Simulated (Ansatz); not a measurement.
A self-consistent single point of CuO (P1, 4 atoms in the cell) with Ansatz (a quantum-chemistry and plane-wave program).

Method of the run: LDA (PW92), default PAW files made with PBE (plane waves; Ansatz).

```xyz
4
Lattice="2.1247 -2.0304 0.0000 2.1247 2.0304 0.0000 -0.2253 0.0000 5.1558" Properties=species:S:1:pos:R:3 pbc="T T T"
Cu     0.9521    -1.0014     2.6271
Cu     1.0840     0.9520     0.0195
O      1.9903    -0.0262     1.2756
O      2.0098     0.0756     3.8115
```

Reference input (self-consistent single point, DFT, PBEsol, plane waves, default PAW files made with PBE): kpoints.mp_grid.grid = 8 8 5; hamiltonian.xc = pbesol; hamiltonian.pseudopotentials = {kind: paw} (the program's default PAW files); scf.occupations.method = gaussian; scf.occupations.width = 0.02 Ry. This run's input differs from it in these lines:

Ansatz 0.2 input:
```diff
@@ -13,3 +13,3 @@
 hamiltonian:
-  xc: pbesol
+  xc: lda
   pseudopotentials: { kind: paw }
```

The program printed (abridged):

```
SCF iter   1: F=—  HF=-14219.136262 eV  |F-HF|=—  |Δ(HF+E_count)|=         —  Δρ=2.28e-2  dr2=1.56e-1  ethr=1.77e-3  ⟨swp⟩=4.2  Hψ=16279  notcnv=0
all-band conjugate gradients solve this SCF's bands
preconditioner: auto → LDOS
SCF iter   2: F=—  HF=-14219.198578 eV  |F-HF|=—  |Δ(HF+E_count)|=   6.23e-2  Δρ=3.67e-2  dr2=3.15e-1  ethr=3.13e-4  ⟨swp⟩=2.0  Hψ=11016  notcnv=0  recentre
   [... lines left out ...]
SCF iter   6: F=—  HF=-14219.087313 eV  |F-HF|=—  |Δ(HF+E_count)|=   1.61e-5  Δρ=3.99e-4  dr2=4.54e-5  ethr=2.30e-7  ⟨swp⟩=2.0  Hψ=6251  notcnv=0
SCF iter   7: F=—  HF=-14219.087300 eV  |F-HF|=—  |Δ(HF+E_count)|=   1.32e-5  Δρ=4.58e-5  dr2=6.28e-7  ethr=9.07e-8  ⟨swp⟩=2.2  Hψ=6340  notcnv=0
SCF iter   8: F=—  HF=-14219.087300 eV  |F-HF|=—  |Δ(HF+E_count)|=   1.62e-8  Δρ=2.82e-5  dr2=2.59e-7  ethr=2.00e-10  ⟨swp⟩=4.4  Hψ=18501  notcnv=0
SCF iter   9: F=-14219.087300 eV  HF=-14219.087300 eV  |F-HF|=1.81e-8  |Δ(HF+E_count)|=   1.85e-8  Δρ=7.10e-6  dr2=1.66e-8  ethr=2.00e-10  ⟨swp⟩=2.6  Hψ=14835  notcnv=0
SCF 1 converged in 9 iterations: F = -14219.087300 eV  dr2 = 1.66e-8
Free energy (F): -14219.087300 eV
Internal energy: -14219.002117 eV  (E = F + TS)
E sigma→0 (E₀):  -14219.044708 eV
Entropy (-TS):   -0.085183 eV (-21.296 meV/atom)
Fermi energy:    10.304138 eV
--- Forces (eV/Å), atoms counted from 1 ---
  atom   1  Cu     0.07133433     0.15191915    -1.00174885
  atom   2  Cu    -0.62919819     0.94685088    -0.66294977
  atom   3  O      0.67458311    -0.52013114     0.60066425
  atom   4  O     -0.11672567    -0.57863522     1.06403715
--- Stress (GPa, compression-positive) ---
      -10.656610       0.143110       1.171324
        0.143110      -9.501185      -2.067661
        1.171323      -2.067660     -13.302138
  P = ⅓ Tr σ = -11.1533 GPa (-111.533 kbar)
  The stress holds the Pulay correction. Without it, at fixed plane waves, as pw.x and ABINIT print it: P = -12.0005 GPa
```

The run converged in 9 iterations. Against the reference run the pressure goes from -5.03 to -11.15 GPa and the largest force goes from 1.411 to 1.316 eV/Å.

The starting cell comes from a database of computed structures (which also holds hypothetical and non-ambient phases and stackings), without a prior relaxation at this level. Its atoms were displaced at random from the sites of space group no. 15. Spin polarisation is off, so a magnetic state, if there is one, cannot be reached. With a pressure of about -11 GPa the cell is away from its equilibrium volume at this level. Forces in this geometry exceed 1 eV/Å. Ansatz's pressure includes its estimate of the finite-basis (Pulay) stress. Without the estimate this run gives -12.00 GPa. The run gives no clean gap (levels at the Fermi energy touch, overlap or are partly filled at this smearing), which alone does not show that the compound is a metal.
